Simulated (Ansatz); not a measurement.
**ZrB2: pressure 9 GPa**

Start from ZrB$_{2}$ (space group P6/mmm, No. 191; a = 3.1551 Å, c = 3.5060 Å).

Perturbation: cell and atoms relaxed at a pressure of 9 GPa.

Computed with PBEsol (Ansatz, a first-principles code, PAW, no spin-orbit coupling). k-mesh 17×17×13 (Γ-centred); smearing 0.05 eV (Fermi–Dirac).

| quantity | base | changed | shift |
|---|---|---|---|
| volume per atom | 10.08 Å³ | 9.74 Å³ | -0.334 Å³ |
| density | 6.20 g/cm³ | 6.41 g/cm³ | +0.21 g/cm³ |
| lattice parameter a | 3.155 Å | 3.122 Å | -0.033 Å |
| c/a ratio | 1.111 | 1.109 | -0.002 |
| shortest interatomic distance | 1.822 Å | 1.802 Å | -0.0193 Å |
| enthalpy H = E + PV relative to the base's energy | – | +0.56 eV/atom | – |
| band gap | zero | zero | – |

Cost of the whole job for the changed cell (relaxation, final SCF and bands): roughly 40 core-seconds.

Load acts through the strain it causes; cell and atoms are relaxed under it. Stability against distortions was not tested. No other phases were tried under pressure. The final runs are not spin-polarised.
